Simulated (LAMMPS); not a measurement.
LAMMPS 22 Jul 2025, classical MD, Buckingham with full ionic charges: MgO, 13824 atoms.

task: MD, nve
potential: Buckingham with full ionic charges
copies of the repeat unit: 12×12×12
shape (slab and sphere leave vacuum in the box): bulk
temperature: 1200 K
steps: 500
timestep: 1 fs
neighbor skin: 2 Å
neigh_modify: every 1 delay 0 check yes
thermo: 100
kspace_style: pppm
pair cutoff: 10 Å
newton: on (default)
atom_modify sort (bins of 2 Å where set): 1000 (default)
comm_style: brick (default)
box: 50.5 × 50.5 × 50.5 Å
start: generated rock salt lattice, warmed in an untimed run
compared values: energy and forces of the first step, drift over the run

Hardware: Arm Neoverse V2, 96 cores on 1 socket, no SMT, 1 L3 cache group.

Wall times, medians of two to five repeats, each run alone on the node (launch to exit). Unless noted, each process is bound to its own block of adjacent cores. The times hold for this build (PyPI wheel: MPICH, OPENMP and OPT packages). Scratch files lie in a memory file system. A preparatory run goes ahead and isn't timed.

First run (64 ranks, kspace_accuracy = 0.0001, run_style = verlet (default), partition = none (default), kmod = order 5 diff ik (default)):

```
Loop time of 0.866586 on 64 procs for 500 steps with 13824 atoms

Performance: 49.851 ns/day, 0.481 hours/ns, 576.977 timesteps/s, 7.976 Matom-step/s
93.3% CPU use with 64 MPI tasks x 1 OpenMP threads

MPI task timing breakdown:
Section |  min time  |  avg time  |  max time  |%varavg| %total
---------------------------------------------------------------
Pair    | 0.49271    | 0.55036    | 0.59546    |   2.8 | 63.51
Kspace  | 0.21092    | 0.25338    | 0.31046    |   4.1 | 29.24
Neigh   | 0          | 0          | 0          |   0.0 |  0.00
Comm    | 0.051696   | 0.054188   | 0.056395   |   0.4 |  6.25
Output  | 0.00015166 | 0.0001749  | 0.00028555 |   0.0 |  0.02
Modify  | 0.0011835  | 0.0015219  | 0.0016712  |   0.2 |  0.18
Other   |            | 0.006963   |            |       |  0.80

Nlocal:            216 ave         232 max         193 min
Histogram: 1 0 3 6 10 13 13 8 7 3
Nghost:           4697 ave        4720 max        4681 min
Histogram: 3 7 8 13 13 10 6 3 0 1
Neighs:        82054.7 ave       88622 max       72912 min
Histogram: 1 3 1 8 8 9 15 13 2 4

Total # of neighbors = 5251500
Ave neighs/atom = 379.88281
Neighbor list builds = 0
Dangerous builds = 0
```

Second run:

```
Loop time of 1.22723 on 32 procs for 500 steps with 13824 atoms

Performance: 35.201 ns/day, 0.682 hours/ns, 407.421 timesteps/s, 5.632 Matom-step/s
95.4% CPU use with 32 MPI tasks x 1 OpenMP threads

MPI task timing breakdown:
Section |  min time  |  avg time  |  max time  |%varavg| %total
---------------------------------------------------------------
Pair    | 1.0379     | 1.0978     | 1.1497     |   2.6 | 89.45
Kspace  | 0          | 0          | 0          |   0.0 |  0.00
Neigh   | 0          | 0          | 0          |   0.0 |  0.00
Comm    | 0.063217   | 0.11441    | 0.17304    |   8.0 |  9.32
Output  | 0.00013211 | 0.00015361 | 0.00017585 |   0.0 |  0.01
Modify  | 0.00069884 | 0.00080012 | 0.00088679 |   0.0 |  0.07
Other   |            | 0.01405    |            |       |  1.14

Nlocal:            432 ave         452 max         415 min
Histogram: 3 3 4 6 2 5 2 2 2 3
Nghost:           6215 ave        6232 max        6195 min
Histogram: 3 2 2 2 5 2 6 4 3 3
Neighs:         164109 ave      171869 max      155333 min
Histogram: 2 2 0 3 9 5 2 3 3 3

Total # of neighbors = 5251500
Ave neighs/atom = 379.88281
Neighbor list builds = 0
Dangerous builds = 0
```

### Question
Which of these changes turns the first timing block into the second?
A) run_style = verlet/split, partition = ["-partition", 32, 32]
B) kmod = order 3
C) kspace_accuracy = 1e-07
D) kmod = collective yes

### Answer
A, run_style = verlet/split, partition = ["-partition", 32, 32]. The largest move is in pair forces (Pair): 0.55 s to 1.1 s. What the program resolved moves too: grid of ranks from 4 by 4 by 4 to 4 by 2 by 4. The other changes gave 1.1 s (kmod = collective yes), 4.1 s (kmod = order 3), 23 s (kspace_accuracy = 1e-07), against 1.5 s here and 1.1 s at first.
